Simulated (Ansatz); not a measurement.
The reference is GaS in the beta-GaS type structure (space group P6_3/mmc, No. 194; a = 3.5344 Å, c = 15.0412 Å; layered, stacked along the Cartesian z axis).

It is then changed as follows: every S is replaced by Se, then cell and atoms are relaxed.

Levels (all Ansatz, a program for electronic structure, PAW, earlier PAW set): PBEsol-D3(BJ) (420 eV, scalar-relativistic without spin-orbit coupling); HSE06 (420 eV, no spin-orbit coupling).

The geometry is relaxed with PBEsol-D3(BJ).

| Quantity | Result |
|---|---|
| PBEsol-D3(BJ) lowest conduction level above the VBM at special points | M 0.82 eV; Γ 0.93 eV; K 1.02 eV |

Question: How does going to HSE06 change the lowest conduction level above the VBM at special points?

Answer: The lowest conduction level above the VBM at special points becomes M 1.68 eV; Γ 1.94 eV; K 1.69 eV (PBEsol-D3(BJ): M 0.82 eV; Γ 0.93 eV; K 1.02 eV).

Single points use the geometry relaxed with PBEsol-D3(BJ). HSE06 was sampled on its mesh, a few special points and the semilocal edge points, so its gap is an upper bound. The levels and masses belong to the bands next to the band gap. No phonon test of stability was made.
